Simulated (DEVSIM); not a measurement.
Structure: abrupt In0.53Ga0.47As n-p junction, at 300 K.

```
layer (left to right)        material  thickness (μm)  Nd (cm⁻³)  Na (cm⁻³)   τn (s)   τp (s)
---------------------  --------------  --------------  ---------  ---------  -------  -------
1                      In0.53Ga0.47As            10.0       2e16          -  7.4e-10  7.4e-10
2                      In0.53Ga0.47As             140          -       1e16  7.4e-11  7.4e-10
```

Left contact: ohmic. Right contact: ohmic. Voltage is applied to the left contact. Recombination: SRH at mid-gap. Mobility is μmin + (μ − μmin)/(1 + (N/Nref)^α).

The device is made up for the run: typed textbook-type constants, with dimensions and the other settings drawn at random. Values at 300 K.

```csv
parameter,In0.53Ga0.47As
gap (eV),0.74
affinity (eV),4.51
permittivity,13.9
Nc (cm⁻³),2.1e17
Nv (cm⁻³),7.7e18
μn (cm²/Vs),12000
μp (cm²/Vs),300
"μn,min",300
"μp,min",10
"Nref,n",1.3e17
"Nref,p",4.9e17
αn,0.48
αp,0.4
```

DEVSIM, 1D drift-diffusion, Boltzmann statistics, complete ionisation; no tunnelling, impact ionisation, image-force lowering or self-heating.

Problem. Tabulate band edges, carrier densities and field at zero bias.

Solution. Energies count from the Fermi level of the right contact; mesh points crowd at the junctions.

| x (μm) | Ec (eV) | Ev (eV) | n (cm⁻³) | p (cm⁻³) | field (V/cm) |
|---|---|---|---|---|---|
| 0.000 | 0.061 | -0.679 | 2.0e16 | 3.0e7 | ≈ 0 |
| 0.05422 | 0.061 | -0.679 | 2.0e16 | 3.0e7 | ≈ 0 |
| 0.2202 | 0.061 | -0.679 | 2.0e16 | 3.0e7 | ≈ 0 |
| 0.7695 | 0.061 | -0.679 | 2.0e16 | 3.0e7 | ≈ 0 |
| 3.691 | 0.061 | -0.679 | 2.0e16 | 3.0e7 | ≈ 0 |
| 7.795 | 0.061 | -0.679 | 2.0e16 | 3.0e7 | ≈ 0 |
| 9.338 | 0.061 | -0.679 | 2.0e16 | 3.0e7 | ≈ 0 |
| 9.877 | 0.071 | -0.669 | 1.3e16 | 4.4e7 | 3000 |
| 9.977 | 0.181 | -0.559 | 1.9e14 | 3.2e9 | 22000 |
| 10.02 | 0.280 | -0.460 | 4.1e12 | 1.5e11 | 26000 |
| 10.10 | 0.453 | -0.287 | 5.1e9 | 1.2e14 | 15000 |
| 10.55 | 0.568 | -0.172 | 6.0e7 | 1.0e16 | ≈ 0 |
| 11.87 | 0.568 | -0.172 | 6.0e7 | 1.0e16 | ≈ 0 |
| 15.90 | 0.568 | -0.172 | 6.0e7 | 1.0e16 | ≈ 0 |
| 37.92 | 0.568 | -0.172 | 6.0e7 | 1.0e16 | ≈ 0 |
| 95.21 | 0.568 | -0.172 | 6.0e7 | 1.0e16 | ≈ 0 |
| 132.5 | 0.568 | -0.172 | 6.0e7 | 1.0e16 | ≈ 0 |
| 144.7 | 0.568 | -0.172 | 6.0e7 | 1.0e16 | ≈ 0 |
| 148.9 | 0.568 | -0.172 | 6.0e7 | 1.0e16 | ≈ 0 |
| 149.7 | 0.568 | -0.172 | 6.0e7 | 1.0e16 | ≈ 0 |
| 149.9 | 0.568 | -0.172 | 6.0e7 | 1.0e16 | ≈ 0 |
| 150.0 | 0.568 | -0.172 | 6.0e7 | 1.0e16 | ≈ 0 |
